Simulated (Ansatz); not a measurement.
Base system: NaF in the rock salt structure (space group Fm-3m, No. 225; a = 4.629 Å). Axes: x, y, z lie along the cube axes.

All numbers come from Ansatz (an electronic-structure program), PBEsol, PAW, cutoff 420 eV, scalar-relativistic without spin-orbit coupling.

Before the change:

- Volume per atom = 12.40 Å³
- Band gap = 6.20 eV

One thing is altered: tensile biaxial strain of 2.50 % in the plane normal to [001], as in epitaxy on a mismatched substrate; the out-of-plane cell vector and the atoms relax.

Task: How does this affect the volume per atom, band gap and energy relative to the base?

Result: The volume per atom goes up by 0.49 Å³, from 12.40 Å³ to 12.89 Å³; the band gap falls by 0.20 eV (6.20 eV → 6.00 eV); the energy increases by 5.0 meV/atom.

Semilocal Kohn–Sham gaps tend to fall short of experiment. Whether these cells are dynamically stable was not tested.
